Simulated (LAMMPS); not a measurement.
Molecular dynamics of CdTe (zinc blende), 216 atoms, at 200 K and 0 GPa, heated as the crystal.

Computed with classical MD, pair style bop, file CdZnTe_v2.bop.table (LAMMPS).

### Question
Give probability per degree against angle (°) as the simulation yields it.

### Answer
State found: crystal; no diffusion seen in 15 ps.
| angle (°) | probability per degree, Te-Cd-Te | probability per degree, Cd-Te-Cd |
|---|---|---|
| 97.50 | 0.0000 | 0.0000 |
| 100.5 | 0.0015 | 0.0017 |
| 103.5 | 0.0187 | 0.0200 |
| 106.5 | 0.0834 | 0.0814 |
| 109.5 | 0.1331 | 0.1351 |
| 112.5 | 0.0781 | 0.0777 |
| 115.5 | 0.0170 | 0.0159 |
| 118.5 | 0.0015 | 0.0015 |
| 121.5 | 0.0000 | 0.0001 |
| 124.5 | 0.0000 | 0.0000 |
